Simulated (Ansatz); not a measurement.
Alloy series in ZnS

The parent structure is ZnS in the wurtzite structure (space group P6_3mc, No. 186; a = 3.806 Å, c = 6.245 Å).

The other end (x = 1) is CdS in the wurtzite structure (space group P6_3mc, No. 186): 25.40 Å³/atom, gap 1.63 eV.

Cd replaces a fraction x of Zn; each row is one arrangement (x, atoms in the cell, starting space group or random), fully relaxed.

Level of theory: r2SCAN/PAW in Ansatz (a program for electronic structure), no SOC.

Candidates:
(a) x(Cd) = 0.333, 12 atoms, P6_3mc
(b) x(Cd) = 0.833, 12 atoms, Cm
(c) x(Cd) = 0.333, 12 atoms, Cc

For the base:

```
Property    Value
--------  -------
Band gap  2.78 eV
```

### Question
Order them by band gap, lowest first.

### Answer
(b) x(Cd) = 0.833, 12 atoms, Cm (1.71 eV), (a) x(Cd) = 0.333, 12 atoms, P6_3mc (2.04 eV), (c) x(Cd) = 0.333, 12 atoms, Cc (2.27 eV)

Each cell is one ordered arrangement of few atoms, which overstates ordering effects compared with a random alloy. Whether these cells are dynamically stable was not tested.
